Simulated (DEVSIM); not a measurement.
Device: abrupt Si n-p junction, at 350 K.

Layer 1 from the left is Si, thickness (μm) 0.160, Nd (cm⁻³) 1.5e18, τn (s) 6.2e-7, τp (s) 6.2e-7. Layer 2 from the left is Si, thickness (μm) 2.60, Na (cm⁻³) 1.6e16, τn (s) 6.2e-7, τp (s) 6.2e-7.

Left contact: ohmic. Right contact: ohmic. Voltage is applied to the left contact. Recombination: SRH at mid-gap, radiative, Auger. Mobility is μmin + (μ − μmin)/(1 + (N/Nref)^α).

Constants are typed, rounded textbook-type inputs, not results; the design itself was drawn at random and stands for no fabricated device. Values at 300 K; Nc and Nv go as T^1.5, mobilities as T to minus their exponent, the gap by Varshni's rule with the affinity fixed.

Si: gap (eV) 1.124, affinity (eV) 4.05, permittivity 11.7, Nc (cm⁻³) 2.86e19, Nv (cm⁻³) 3.1e19, μn (cm²/Vs) 1417, μp (cm²/Vs) 470, μn,min 52, μp,min 45, Nref,n 9.7e16, Nref,p 2.2e17, αn 0.68, αp 0.72, T exponent of μn 2.3, T exponent of μp 2.2, B (cm³/s) 4.7e-15, Cn (cm⁶/s) 2.8e-31, Cp (cm⁶/s) 9.9e-32, Varshni α (eV/K) 0.000473, Varshni β (K) 636.

Estimate by hand the built-in potential, the peak field at zero bias, the capacitance at 0.6 V, and compare with a numerical solution.


- Built-in potential: ni = √(Nc Nv) exp(−Eg/2kT) = 3.78e11 cm⁻³ with Eg = 1.111 eV; Vbi = kT/q ln(Na Nd/ni²) = 0.780 V; numerical 0.780 V.
- Peak field at zero bias: depletion approximation: W = √(2εVbi/(qN)) = 0.252 μm with N = 1.58e16 cm⁻³; field = 2Vbi/W = 61800 V/cm; numerical 87000 V/cm (estimate below by 29 %).
- Capacitance at 0.6 V: C = √(qεN / 2(Vbi + |V|)) = 30.9 nF/cm²; numerical 31.9 nF/cm² (estimate below by 3.1 %).

Simulated with DEVSIM: 1D drift-diffusion, Boltzmann statistics, complete ionisation; no tunnelling, impact ionisation, image-force lowering or self-heating.
